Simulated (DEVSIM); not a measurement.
Structure: illuminated Si n-on-p cell, one wavelength, with a back-surface field, at 400 K.

```
layer (left to right)  material  thickness (μm)  Nd (cm⁻³)  Na (cm⁻³)  τn (s)  τp (s)  absorption coefficient (cm⁻¹)
---------------------  --------  --------------  ---------  ---------  ------  ------  -----------------------------
1                            Si           0.260     6.6e18          -  4.1e-8  7.2e-8                            180
2                            Si            64.0          -     3.6e16  2.9e-7  2.9e-7                            180
3                            Si           0.680          -     1.3e18  2.9e-7  2.9e-7                            180
```

Left contact: ohmic, minority hole recombination velocity 7e5 cm/s. Right contact: ohmic, minority electron recombination velocity 9e6 cm/s. Voltage is applied to the left contact. Recombination: SRH at mid-gap, radiative, Auger. Light enters at the left, 3.4e17 photons cm⁻² s⁻¹, one pass, no reflection. Mobility is constant in doping.

This is a model device: material constants are rounded textbook-type values typed into the input, and sizes, dopings and lifetimes were drawn at random. Values at 300 K; Nc and Nv go as T^1.5, mobilities as T to minus their exponent, the gap by Varshni's rule with the affinity fixed.

| parameter | Si |
|---|---|
| gap (eV) | 1.124 |
| affinity (eV) | 4.05 |
| permittivity | 11.7 |
| Nc (cm⁻³) | 2.86e19 |
| Nv (cm⁻³) | 3.1e19 |
| μn (cm²/Vs) | 1417 |
| μp (cm²/Vs) | 470 |
| T exponent of μn | 2.3 |
| T exponent of μp | 2.2 |
| B (cm³/s) | 4.7e-15 |
| Cn (cm⁶/s) | 2.8e-31 |
| Cp (cm⁶/s) | 9.9e-32 |
| Varshni α (eV/K) | 0.000473 |
| Varshni β (K) | 636 |

Simulated with DEVSIM: 1D drift-diffusion, Boltzmann statistics, complete ionisation; no tunnelling, impact ionisation, image-force lowering or self-heating.

The photon flux was swept, all else fixed.

| photon flux (cm^-2 s^-1) | short-circuit current (mA/cm²) | share of generated pairs collected at short circuit | largest power (mW/cm²) | fill factor |
|---|---|---|---|---|
| 1e16 | 0.514 | 0.465 | 0.0563 | 0.56 |
| 3.4e16 | 1.75 | 0.465 | 0.256 | 0.61 |
| 1e17 | 5.14 | 0.465 | 0.918 | 0.64 |
| 3.4e17 | 17.5 | 0.466 | 3.78 | 0.67 |
| 1e18 | 51.4 | 0.466 | 12.9 | 0.70 |
| 3.4e18 | 175 | 0.467 | 50.5 | 0.72 |
| 1e19 | 518 | 0.469 | 167 | 0.73 |

From the first row to the last the short-circuit current goes from 0.514 to 518. From the first row to the last the share of generated pairs collected at short circuit goes from 0.465 to 0.469.
